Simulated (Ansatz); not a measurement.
## Evanescent states of MoS$_{2}$ (R3m, 3 atoms a cell, 17.2 Å³ an atom, 3 GPa at this level) along the normal of (001)

All values below come from r2SCAN (plane waves, PAW; Ansatz, an electronic-structure program).

The gap is the functional's own, uncorrected, and κ follows it; spin-orbit coupling is left out. Mid-gap means the computed energy nearest the middle.

Energies count from the valence-band top; κ is the least over a 12×12 mesh across the current.

| E (eV) | κ (1/Å) | where |
|---|---|---|
| 0.03 | 0.086 | Γ |
| 0.09 | 0.149 | Γ |
| 0.15 | 0.194 | Γ |
| 0.21 | 0.231 | Γ |
| 0.27 | 0.234 | off Γ |
| 0.33 | 0.227 | off Γ |
| 0.39 | 0.218 | off Γ |
| 0.45 | 0.208 | off Γ |
| 0.51 | 0.197 | off Γ |
| 0.57 | 0.185 | off Γ |
| 0.63 | 0.170 | off Γ |
| 0.69 | 0.152 | off Γ |
| 0.75 | 0.131 | off Γ |
| 0.81 | 0.102 | off Γ |
| 0.87 | 0.056 | off Γ |

Question: How thick must the barrier be to attenuate the transmission by 10^6 when the electrodes' Fermi level lies at 0.69 eV, and what attenuation does that film give at 0.39 eV?

Answer: d = 6 ln 10 / (2 × 0.152) = 45.4 Å. At 0.39 eV it gives 6 × 0.218/0.152 = 8.6 decades.
